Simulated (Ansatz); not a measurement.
Base system: WSi₂ (space group I4/mmm, No. 139; a = 3.2122 Å, c = 7.8065 Å; relaxed with 0.1 eV smearing).

Structures relaxed with Ansatz (a quantum-chemistry and plane-wave program), r2SCAN, PAW, cutoff 500 eV, no SOC, earlier PAW set.

Base:

Simulated powder pattern, Co Kα, λ = 1.79026 Å (kinematic, ideal powder, no thermal factors, no anomalous dispersion; the 10 strongest lines at most, above 2 %, up to 2θ = 90°):

| 2θ (°) | I/Imax (%) | hkl |
|---|---|---|
| 26.52 | 50 | (002) |
| 35.08 | 100 | (101) |
| 46.42 | 58 | (110) |
| 52.55 | 81 | (103) |
| 54.25 | 32 | (112) |
| 67.74 | 20 | (200) |
| 74.12 | 14 | (202) |
| 74.42 | 13 | (114) |
| 78.63 | 23 | (211) |
| 79.21 | 12 | (105) |

One thing is altered: an isotropic linear strain of +4.34 %, atoms relaxed at fixed cell.

Task: Where do the lines fall after the change?

Result: 
Simulated powder pattern, Co Kα, λ = 1.79026 Å (kinematic, ideal powder, no thermal factors, no anomalous dispersion; the 10 strongest lines at most, above 2 %, up to 2θ = 90°):

```csv
2θ (°),I/Imax (%),hkl
25.39,51,(002)
33.57,100,(101)
44.38,59,(110)
50.21,84,(103)
51.82,34,(112)
64.57,20,(200)
70.56,14,(202)
70.84,13,(114)
74.78,23,(211)
86.02,40,(213)
```

The indices refer to the base's conventional cell; one index is shown for lines that coincide.

Whether these cells are dynamically stable was not tested. All final runs are without spin polarisation.
